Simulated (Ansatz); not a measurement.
Functionals compared on OH on the 1x1 (111) surface of ceria (cut with top plane O), one in a 2x2 cell, started at the site 'top O', in Ansatz (plane waves, PAW). The structure was relaxed with PBE; the other rows are single points on it, each with its references at the same level. Cutoff 420 eV (500 eV for r2SCAN). The points keep PBE's geometry, so the relaxation of a polaron and the settling of charge on one site are left out.

Host crystal: ceria, with a band gap (PBE, scalar-relativistic without spin-orbit coupling).

Slab: 38 atoms, 7.8 Å thick at the start under the adsorbate (thin: gaps and levels are the slab's own); k 3x3x1, smearing 0.01 eV, dipole-corrected; 16 atoms held, the rest relaxed; no symmetry held; spin-polarised, ending with about 1.0 μB a cell, a value that depends on the mesh; orders that need a larger cell were not tried, no spin-orbit, no U, no dispersion correction. The slab shows no gap over 0.04 eV on its mesh. It is one chosen start, not shown to be the lowest state of the adsorbate. These notes are the PBE run's. r2SCAN: The program's check for a lower electronic state was not made. Adsorption energies are against H2O(g) − ½ H2(g). A negative adsorption energy means that the adsorbate is more stable on the surface than in its reference.

```tsv
functional	adsorption energy (eV)
PBE	2.62
RPBE	2.70
r2SCAN	2.56
```

Ansatz is a program for electronic structure.
